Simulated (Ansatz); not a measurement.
Response to strain in BN

Base system: BN in the wurtzite structure (space group P6_3mc, No. 186).

```yaml
crystal:
  lattice:
    - [2.52320, 0.00000, 0.00000]
    - [-1.26160, 2.18516, 0.00000]
    - [0.00000, 0.00000, 4.17514]
  atoms:
    - { symbol: B, position: [0.33333, 0.66667, 0.00030] }
    - { symbol: B, position: [0.66667, 0.33333, 0.50030] }
    - { symbol: N, position: [0.33333, 0.66667, 0.37470] }
    - { symbol: N, position: [0.66667, 0.33333, 0.87470] }
```

Cartesian axes are those of the cell as printed.

Strains are applied to the cell and any free atomic positions relax.

Level of theory: DFT with LDA, PAW potentials and a 420 eV plane-wave cutoff in Ansatz (a first-principles code), no spin-orbit coupling.

Notes on the quantities. pressure: mean of the normal stresses, compression positive; energy relative to the base: free energy F.

```json
[
 {"change": "base", "smallest direct gap": "8.29 eV", "electron mass": "0.30 mₑ along c, 0.50 mₑ across (at K)", "pressure": "0.00 GPa", "energy relative to the base": "0 meV/atom", "band gap": "4.93 eV"},
 {"change": "uniaxial strain ε_xx = −3.00 %", "smallest direct gap": "8.10 eV", "electron mass": "0.30 mₑ along z, 0.48 mₑ across (off the base's special points)", "pressure": "13.07 GPa", "energy relative to the base": "+17 meV/atom", "band gap": "4.62 eV"},
 {"change": "uniaxial strain ε_xx = −2.40 %", "smallest direct gap": "8.17 eV", "electron mass": "0.30 mₑ along z, 0.49 mₑ across (off the base's special points)", "pressure": "10.28 GPa", "energy relative to the base": "+11 meV/atom", "band gap": "4.69 eV"},
 {"change": "uniaxial strain ε_xx = −1.80 %", "smallest direct gap": "8.22 eV", "electron mass": "0.30 mₑ along z, 0.49 mₑ across (off the base's special points)", "pressure": "7.57 GPa", "energy relative to the base": "+6.0 meV/atom", "band gap": "4.75 eV"},
 {"change": "uniaxial strain ε_xx = −1.20 %", "smallest direct gap": "8.26 eV", "electron mass": "0.30 mₑ along z, 0.49 mₑ across (off the base's special points)", "pressure": "4.96 GPa", "energy relative to the base": "+2.6 meV/atom", "band gap": "4.81 eV"},
 {"change": "uniaxial strain ε_xx = −0.60 %", "smallest direct gap": "8.29 eV", "electron mass": "0.30 mₑ along z, 0.49 mₑ across (at K)", "pressure": "2.44 GPa", "energy relative to the base": "+0.6 meV/atom", "band gap": "4.87 eV"}
]
```

Masses are band curvatures over ±0.01 Å⁻¹ around the edge. Stability against distortions was not tested. k-point labels follow each cell's own Brillouin zone.
